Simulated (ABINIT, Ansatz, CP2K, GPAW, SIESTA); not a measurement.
Code comparison for LiCuS2 (Pnnm, 8 atoms in the cell)

Band-structure calculation.

```
LiCuS2
1.0
    5.96554     0.00000     0.00000
    0.00000     6.65461     0.00000
    0.00000     0.00000     3.37499
Li Cu S
2 2 4
Direct
  0.00000   0.50000   0.50000
  0.50000   0.00000   0.00000
  0.00000   0.00000   0.00000
  0.50000   0.50000   0.50000
  0.18406   0.85406   0.50000
  0.81594   0.14594   0.50000
  0.68406   0.64594   0.00000
  0.31594   0.35406   0.00000
```

Shared settings, as Ansatz (a quantum-chemistry and plane-wave program) writes them: kpoints.mp_grid.grid = 3 3 5; scf.occupations.method = fixed. Potentials and cutoffs stand in the table.

| code | model | gap along the path (eV) | smallest direct gap (eV) | cutoff |
|---|---|---|---|---|
| SIESTA | GGA PBEsol, numerical atomic orbitals DZP, PseudoDojo PBEsol standard norm-conserving potentials (rewritten from UPF to PSML) | 0.46 | 0.93 | grid 300 Ry |
| GPAW | PBEsol, GPAW PAW datasets PBEsol (made by gpaw-setup) | 0.53 | 1.02 | 800 eV |
| Ansatz | PBEsol, PAW files made with PBE | 0.52 | 0.99 | 30.9 Ry |
| ABINIT | PBEsol, PAW (JTH v2.0 PBE PAW, files made for PBE) | 0.52 | 0.99 | 30 Ha |
| CP2K | PBEsol, GPW, DZVP-MOLOPT-SR-GTH basis, GTH-PBE potentials (GTH_POTENTIALS) | 0.55 | 1.01 | grid 600 Ry |

The spread over the programs that give each value: gap along the path within 0.09 eV; smallest direct gap within 0.09 eV.

SIESTA and CP2K use small atom-centred bases, whose incompleteness enters pressures, forces and empty levels differently from a plane-wave cutoff.

The starting cell comes from a database of computed structures (which also holds hypothetical and non-ambient phases and stackings), without a prior relaxation at this level.

Left out of this page: Quantum ESPRESSO and Elk (not drawn, or without a comparable value).

Keys are those of Ansatz 0.2.
